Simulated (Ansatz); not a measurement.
**Nb2InC: element substitutions**

The parent structure is Nb2InC (space group P6_3/mmc, No. 194; a = 3.1588 Å, c = 14.3312 Å; a cell from a computed database, its experimental status unchecked).

Each row replaces one element on all its sites; cell and atoms are relaxed.

Method: PBEsol/PAW in Ansatz (a program for electronic structure), no SOC.

| change | volume per atom | c/a ratio |
|---|---|---|
| base | 15.48 Å³ | 4.537 |
| Nb → Ta | 15.27 Å³ | (withheld) |
| Nb → Ga | (withheld) | (withheld) |
| C → O | 14.77 Å³ | 5.314 |

Question: Some entries are withheld; estimate them.

Answer: 
- Nb → Ta, c/a ratio: 4.574
- Nb → Ga, volume per atom: 15.70 Å³
- Nb → Ga, c/a ratio: 4.340

No phonon test of stability was made. As relaxed here, InGa2C and Nb2InO are hypothetical phases, not in the database extracts checked. For Ta2InC in this form, whether it has been made was not checked. No Hubbard U is applied, and correlation can decide whether such a compound is a metal. All final runs are without spin polarisation.
